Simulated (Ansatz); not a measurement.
The parent structure is NiSi2 (space group Fm-3m, No. 225; a = 5.387 Å; non-magnetic). Axes: x, y, z lie along the cube axes.

All numbers come from Ansatz (a quantum-chemistry and plane-wave program) r2SCAN, no spin-orbit coupling.

Perturbation: a free-standing slab of 5 layers (15 atoms, 3 a layer) is cut normal to [111], with 15 Å of vacuum and the in-plane cell held at bulk.

How does this affect the excess energy per area of both faces?

The excess energy per area of both faces (slab less bulk energy over the cell's area: twice a surface energy) comes out as 2.3 J/m² (uncertain by up to 0.2 J/m²).

Estimate the effect on the change of the spacing d12 from its bulk value of 0.778 Å.

The change of the spacing d12 from its bulk value of 0.778 Å is -8.6 %.

The excess energy carries the mismatch between the slab's and the bulk's meshes. No phonon test of stability was made. Seeded moments were not kept for the base. All final runs are without spin polarisation.
